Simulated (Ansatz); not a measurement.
Reference: KCl (Pm-3m), r2SCAN, rigid bands (plane waves, PAW, scalar-relativistic; Ansatz, a quantum-chemistry and plane-wave program); geometry: cell and atoms relaxed with PBEsol.

```cif
data_ClK
_chemical_formula_sum 'K1 Cl1'
_space_group_name_H-M_alt 'Pm-3m'
_space_group_IT_number 221
_space_group_name_Hall '-P 4 2 3'
_cell_length_a 3.73752
_cell_length_b 3.73752
_cell_length_c 3.73752
_cell_angle_alpha 90.000
_cell_angle_beta 90.000
_cell_angle_gamma 90.000
loop_
_atom_site_label
_atom_site_type_symbol
_atom_site_symmetry_multiplicity
_atom_site_Wyckoff_symbol
_atom_site_fract_x
_atom_site_fract_y
_atom_site_fract_z
_atom_site_occupancy
K1 K 1 a 0.00000 0.00000 0.00000 1
Cl1 Cl 1 b 0.50000 0.50000 0.50000 1
```

| Property | Value |
|---|---|
| band gap | 5.94 eV |
| electron conductivity mass | 0.41 mₑ |
| Seebeck coefficient, n-type 1e19 cm⁻³ | -188 μV/K |

Task: Replace K by Cs on the same sites and relax. What happens?

Result: CsCl (Pm-3m): volume per atom 26.1 to 33.7 Å³; band gap stays about the same (5.94 eV to 5.86 eV); electron conductivity mass rises (0.41 mₑ to 0.61 mₑ); Seebeck coefficient, n-type 1e19 cm⁻³ rises in size (-188 μV/K to -303 μV/K).

Task: Swap Cl for Br, keeping the structure type. How do these values move?

Result: KBr (Pm-3m): volume per atom 26.1 to 30.4 Å³; band gap falls (5.94 eV to 4.89 eV); electron conductivity mass falls (0.41 mₑ to 0.35 mₑ); Seebeck coefficient, n-type 1e19 cm⁻³ falls in size (-188 μV/K to -170 μV/K).

Moves up to 5 % count as about the same. Masses are for dilute carriers at 300 K, harmonic means over directions unless an axis is named. Seebeck coefficients are for the stated density at 300 K, with one relaxation time for all states and whether or not that doping can be reached. Spin-orbit coupling is left out.

Computed structure with no diffraction record at hand here (it may be known, metastable or hypothetical): KBr (Pm-3m), KCl (Pm-3m).
